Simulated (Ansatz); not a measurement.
System: SiO2 (model structure, started from the tetragonal ZrO2 type, P4₂/nmc, No. 137, 6 atoms in the cell). Method: r²SCAN (Ansatz, a program for electronic structure, PAW).

Settings: plane-wave cutoff 560 eV, 10×10×8 k mesh (along the axes of the cell as run), Fermi–Dirac smearing 0.01 eV, scalar-relativistic PAW data made under PBE.

Computed at the level's own relaxed cell.

```
O2Si
1.0
    2.82539     0.00000     0.00000
    0.00000     2.82539     0.00000
    0.00000     0.00000     8.18695
Si O
2 4
Direct
  0.00000   0.00000   0.00000
  0.50000   0.50000   0.50000
  0.00000   0.50000   0.10206
  0.00000   0.50000   0.60206
  0.50000   0.00000   0.39794
  0.50000   0.00000   0.89794
```

List the 20 lowest band energies at Γ above −25 eV (eV, relative to the valence band maximum), grouping those that round alike.

At Γ: -20.88, -20.72, -18.32, -18.08, -4.46 (×2), -4.34 (×2), -4.14, -3.09, -3.06, -1.52, -0.57 (×2), -0.36 (×2), 5.94, 7.46, 7.51, 8.29.

Note: the relaxation could raise the start's symmetry but not lower it, so the cell can be a saddle point.

A model structure was made by putting elements into a prototype or built by hand; it is no filed structure, need not be a known phase, and can be a saddle point held by its symmetry.
